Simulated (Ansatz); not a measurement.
Base system: AlHO$_{2}$ (space group Pnnm, No. 58; a cell from a computed database, its experimental status unchecked).

```
CELL_PARAMETERS angstrom
      4.15990     0.00000     0.00000
      0.00000     4.69434     0.00000
      0.00000     0.00000     2.84000
ATOMIC_POSITIONS crystal
  Al 0.50000 0.50000 0.50000
  Al 0.00000 0.00000 0.00000
  H  0.50000 0.00000 0.50000
  H  0.00000 0.50000 0.00000
  O  0.73944 0.14635 0.50000
  O  0.26056 0.85365 0.50000
  O  0.23944 0.35365 0.00000
  O  0.76056 0.64635 0.00000
```

Levels (all Ansatz, a program for electronic structure, PAW): PBEsol (420 eV, scalar-relativistic without spin-orbit coupling); HSE06 (420 eV, no spin-orbit coupling).

The geometry is relaxed with PBEsol.

| Property | Result |
|---|---|
| PBEsol band gap | 6.08 eV |

With HSE06 at the same geometry, the band gap grows by 1.914 eV, from 6.08 eV to 8.00 eV.

Single points use the geometry relaxed with PBEsol. Stability against distortions was not tested.
